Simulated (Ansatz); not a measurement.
## How a calculation on SrZn (Pnma, 8 atoms in the cell) responds to its settings

```
CELL_PARAMETERS angstrom
      8.88339     0.00000     0.00000
      0.00000     4.54911     0.00000
      0.00000     0.00000     6.23291
ATOMIC_POSITIONS crystal
  Sr 0.67838 0.25000 0.39230
  Sr 0.32162 0.75000 0.60770
  Sr 0.82162 0.75000 0.89230
  Sr 0.17838 0.25000 0.10770
  Zn 0.52382 0.25000 0.91107
  Zn 0.47618 0.75000 0.08893
  Zn 0.97618 0.75000 0.41107
  Zn 0.02382 0.25000 0.58893
```

Base run A: PBEsol, PAW files made with PBE run with Ansatz (a program for electronic structure), self-consistent single point.

Its settings: basis.ecutwfc = 420 eV; kpoints.mp_grid.grid = 3 6 5; hamiltonian.xc = pbesol; hamiltonian.pseudopotentials = {kind: paw} (the program's default PAW files); scf.occupations.method = gaussian; scf.occupations.width = 0.2 eV.

The starting cell comes from a database of computed structures (which also holds hypothetical and non-ambient phases and stackings), without a prior relaxation at this level. Ansatz's pressure includes its estimate of the finite-basis (Pulay) stress.

Run A gave: pressure (GPa) -1.12; largest force (eV/Å) 0.035.

Runs:
- B: hamiltonian.xc: pbesol → lda [LDA (PW92)]
- C: hamiltonian.xc: pbesol → blyp [BLYP]
- D: basis.ecutwfc: 420 eV → 500 eV; hamiltonian.xc: pbesol → r2scan [r2SCAN]

Task: What does run D change against A?

Result: The pressure goes from -1.12 to -0.02 GPa and the largest force goes from 0.035 to 0.024 eV/Å.

Task: What does run B change against A?

Result: The pressure goes from -1.12 to -2.64 GPa and the largest force goes from 0.035 to 0.044 eV/Å.

Task: What does run C change against A?

Result: The pressure goes from -1.12 to 1.61 GPa and the largest force goes from 0.035 to 0.270 eV/Å.

| run | pressure (GPa) | largest force (eV/Å) |
|---|---|---|
| A | -1.12 | 0.035 |
| B | -2.64 | 0.044 |
| C | 1.61 | 0.270 |
| D | -0.02 | 0.024 |

Left out of this page: 2 runs of the series held back from this collection.

Keys are those of Ansatz 0.2.
